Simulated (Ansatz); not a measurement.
## A computed series for HfB2: response to strain

The reference is HfB2 (space group P6/mmm, No. 191; a = 3.128 Å, c = 3.446 Å; relaxed with 0.1 eV smearing).

Strains are applied to the cell and any free atomic positions relax.

Level of theory: Kohn–Sham DFT with the PBEsol functional, run in Ansatz (a first-principles code) with PAW and 420 eV plane waves, scalar-relativistic without spin-orbit coupling.

Notes on the quantities. energy relative to the base: free energy F; pressure: mean of the normal stresses, compression positive.

| change | shortest interatomic distance | energy relative to the base | pressure |
|---|---|---|---|
| base | 1.806 Å | 0 meV/atom | 0.0 GPa |
| isotropic strain −2.50 % | 1.761 Å | +48 meV/atom | 23.0 GPa |
| isotropic strain −2.00 % | 1.770 Å | +30 meV/atom | 17.9 GPa |
| isotropic strain −1.50 % | 1.779 Å | … | … |
| isotropic strain −1.00 % | 1.788 Å | +7.4 meV/atom | 8.4 GPa |
| isotropic strain +0.50 % | 1.815 Å | +1.8 meV/atom | -3.8 GPa |
| isotropic strain +1.00 % | 1.824 Å | … | -7.4 GPa |
| isotropic strain +1.50 % | 1.833 Å | … | -10.7 GPa |
| isotropic strain +2.00 % | 1.842 Å | +27 meV/atom | -13.9 GPa |
| isotropic strain +3.00 % | 1.860 Å | +59 meV/atom | -19.6 GPa |

Fill in the withheld entries from the trend.


- isotropic strain −1.50 %, energy relative to the base: +17 meV/atom
- isotropic strain −1.50 %, pressure: 13.0 GPa
- isotropic strain +1.00 %, energy relative to the base: +7.0 meV/atom
- isotropic strain +1.50 %, energy relative to the base: +15 meV/atom

No phonon test of stability was made. The final runs are not spin-polarised.
